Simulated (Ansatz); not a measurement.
Given:

```yaml
crystal:
  lattice:
    - [0.00000, 2.80577, 2.80577]
    - [2.80577, 0.00000, 2.80577]
    - [2.80577, 2.80577, 0.00000]
  atoms:
    - { symbol: Zn, position: [0.00000, 0.00000, 0.00000] }
    - { symbol: Se, position: [0.75000, 0.75000, 0.75000] }
```

All values below come from r2SCAN with spin-orbit coupling, rigid bands (plane waves, PAW; Ansatz, a program for electronic structure). Condition of this run: hydrostatic pressure 2 GPa (the target of the relaxation). Geometry: cell and atoms relaxed with r2SCAN, then loaded as said.

What conductivity effective mass do dilute electrons have at 300 K?

0.137 mₑ.

Predict the hole conductivity mass (n e² τ/σ) at 300 K, by direction if it differs.

0.66 mₑ.

And the band gap?

1.87 eV at this level; semilocal functionals usually fall short of the measured gap.

Rigid bands, one relaxation time for all states, no polarons.
